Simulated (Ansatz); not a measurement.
Given:

Host crystal: ceria, with a band gap (PBE, scalar-relativistic without spin-orbit coupling).

End structure of OH on the 1x1 (111) surface of ceria (cut with top plane O), one in a 2x2 cell, started at the site 'top Ce':

```
CELL_PARAMETERS angstrom
      7.72796     0.00000     0.00000
     -3.86398     6.69261     0.00000
      0.00000     0.00000    27.00000
ATOMIC_POSITIONS crystal
  O  0.00000 0.00000 0.35567
  O  0.00000 0.50000 0.35567
  O  0.50000 0.00000 0.35567
  O  0.50000 0.50000 0.35567
  Ce 0.16667 0.33333 0.38406
  Ce 0.16667 0.83333 0.38406
  Ce 0.66667 0.33333 0.38406
  Ce 0.66667 0.83333 0.38406
  O  0.33333 0.16667 0.41342
  O  0.33333 0.66667 0.41342
  O  0.83333 0.16667 0.41342
  O  0.83333 0.66667 0.41342
  O  0.16667 0.33333 0.47031
  O  0.16667 0.83333 0.47031
  O  0.66667 0.33333 0.47031
  O  0.66667 0.83333 0.47031
  Ce 0.33234 0.16643 0.50023
  Ce 0.33268 0.66583 0.49993
  Ce 0.83423 0.16674 0.50028
  Ce 0.83420 0.66793 0.49952
  O  0.99970 0.00028 0.52896
  O  0.99762 0.49947 0.52939
  O  0.50086 0.00084 0.53046
  O  0.50212 0.50013 0.52935
  O  0.32996 0.16726 0.58741
  O  0.32906 0.66162 0.58542
  O  0.83855 0.16915 0.58791
  O  0.83599 0.66909 0.58686
  Ce 0.99928 0.99870 0.61827
  Ce 0.99704 0.50330 0.61590
  Ce 0.49886 0.99785 0.61572
  Ce 0.50778 0.50380 0.61512
  O  0.18034 0.35462 0.64701
  O  0.17010 0.83071 0.64395
  O  0.66721 0.33689 0.64382
  O  0.65775 0.82696 0.64215
  O  0.02082 0.11289 0.70080
  H  0.14377 0.17011 0.72007
```

Slab: 38 atoms, 7.8 Å thick at the start under the adsorbate (thin: gaps and levels are the slab's own); k 3x3x1, smearing 0.01 eV, dipole-corrected; single point; no symmetry held, on the structure that PBE left; spin-polarised, ending with about 1.0 μB a cell; orders that need a larger cell were not tried, no spin-orbit, no U, no dispersion correction. The program's check for a lower electronic state was not made. It is one chosen start, not shown to be the lowest state of the adsorbate.

A negative adsorption energy means that the adsorbate is more stable on the surface than in its reference.

Problem. Give the highest filled level below the top vacuum level at the level Ansatz (a program for electronic structure) with HSE06, at the PBE geometry and the start's symmetry.

Solution. 7.31 eV

Problem. Predict the adsorption energy against H2O(g) − ½ H2(g) at the same level from HSE06, at the PBE geometry and the start's symmetry.

Solution. 2.23 eV

Problem. What gap of the slab on its k-mesh does HSE06, at the PBE geometry and the start's symmetry give?

Solution. 2.93 eV

Problem. Give the change of the step from the bottom to the top vacuum level, against the clean slab at the level HSE06, at the PBE geometry and the start's symmetry.

Solution. 0.045 eV
